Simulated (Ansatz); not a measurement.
**Effect of isotropic strain +2.00 % on GaN**

Base system: GaN in the zinc blende structure (space group F-43m, No. 216; a = 4.455 Å).

Perturbation: the cell is scaled by 1.0200 in all directions, atoms relaxed at fixed cell.

All numbers come from plane-wave PAW DFT at the LDA level (Ansatz, a quantum-chemistry and plane-wave program, 420 eV), no spin-orbit coupling. Settings: 13×13×13 k-points, 0.05 eV Fermi–Dirac smearing.

```json
[
 {"quantity": "volume per atom", "base": "11.06 Å³", "changed": "11.73 Å³", "shift": "+0.677 Å³"},
 {"quantity": "shortest interatomic distance", "base": "1.929 Å", "changed": "1.968 Å", "shift": "+0.039 Å"},
 {"quantity": "energy relative to the base (free energy F)", "base": "0 meV/atom", "changed": "+23 meV/atom", "shift": "+23 meV/atom"},
 {"quantity": "pressure", "base": "0.0 kbar", "changed": "-105.4 kbar", "shift": "-105.45 kbar"},
 {"quantity": "band gap", "base": "1.96 eV", "changed": "1.57 eV", "shift": "-0.385 eV"},
 {"quantity": "gap character", "base": "direct at Γ", "changed": "direct at Γ", "shift": "–"},
 {"quantity": "mean gap deformation potential ΔEg/Δln V", "base": "–", "changed": "-6.5 eV", "shift": "–"},
 {"quantity": "width of the top valence band", "base": "3.86 eV", "changed": "3.57 eV", "shift": "-0.297 eV"},
 {"quantity": "electron mass", "base": "0.18 mₑ (at Γ)", "changed": "0.15 mₑ (at Γ)", "shift": "–"},
 {"quantity": "hole mass (degenerate bands, along [100])", "base": "0.18, 0.85, 0.85 mₑ (at Γ)", "changed": "0.15, 0.88, 0.88 mₑ (at Γ)", "shift": "–"}
]
```

Final structure:

```
CELL_PARAMETERS angstrom
      0.00000     2.27224     2.27224
      2.27224     0.00000     2.27224
      2.27224     2.27224     0.00000
ATOMIC_POSITIONS crystal
  Ga 0.00000 0.00000 0.00000
  N  0.25000 0.25000 0.25000
```

Effective masses come from finite differences of ±0.01 Å⁻¹. No phonon test of stability was made. This is not the structure that GaN has at room temperature and ambient pressure.
